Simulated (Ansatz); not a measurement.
The slab is Si(100) 2x1 dimer surface, one row of 4 dimers, 5 layers, bottom layer H-capped and fixed, every top atom capped by Br; cell 7.7 x 15.3 Å; about 7 Å thick over its heavy atoms, 24 atoms held; the lower dihydride is canted and the layers over it are shifted sideways by a few tenths of an Å, alike in all states. Calculation: PBE-D3(BJ) (plane waves to 420 eV, PAW; Ansatz, an electronic-structure program). k mesh 2 x 1 x 1. The slab states were run without spin polarisation. No spin-orbit coupling. A thicker slab, a larger cell or a denser mesh can move such energies by a tenth of an eV or more. Barriers come from a climbing-image nudged elastic band between relaxed ends, or a saddle search from its top (force threshold 0.05 eV/Å), without zero-point or thermal terms. The relaxed ends are local minima reached from one prepared geometry each.

Consider this step: SiH4 swaps its H for the surface Br.

Top of the path, atoms near the reaction:

```csv
atom,x (Å),y (Å),z (Å)
Si(7),4.703,6.490,6.488
Si(32),1.607,8.316,7.594
Si(34),3.993,8.424,7.818
Si(38),4.722,10.218,6.420
Br(60),4.529,7.163,9.866
Si(a0),3.867,9.334,10.899
H(a1),3.806,9.534,9.092
H(a2),3.456,8.522,12.092
H(a3),5.256,9.821,11.085
H(a4),2.842,10.413,10.818
```

A partial Hessian moves only the atoms 7, 34, 60, a0, a1, a2, a3, a4; the rest stay at rest.

Task: What modes does it give at the top, and is this a first-order saddle within these atoms?

Result: 354i, 39, 73, 97, 121, 145, 247, 305, 311, 324, 327, 365, 391, 412, 535, 732, 836, 871, 968, 1074, 1337, 2115, 2158, 2218 cm^-1. One clearly imaginary mode, so it is.

Task: At the start the same atoms give 22, 27, 49, 58, 63, 74, 105, 118, 124, 243, 328, 334, 385, 428, 472, 870, 873, 874, 938, 941, 2167, 2174, 2179, 2193 cm^-1. What is the zero-point correction to the barrier?

Result: Zero-point correction 0.00 eV, half the sum of the real modes at the top less that at the start, which turns the barrier of 1.77 eV into 1.77 eV.
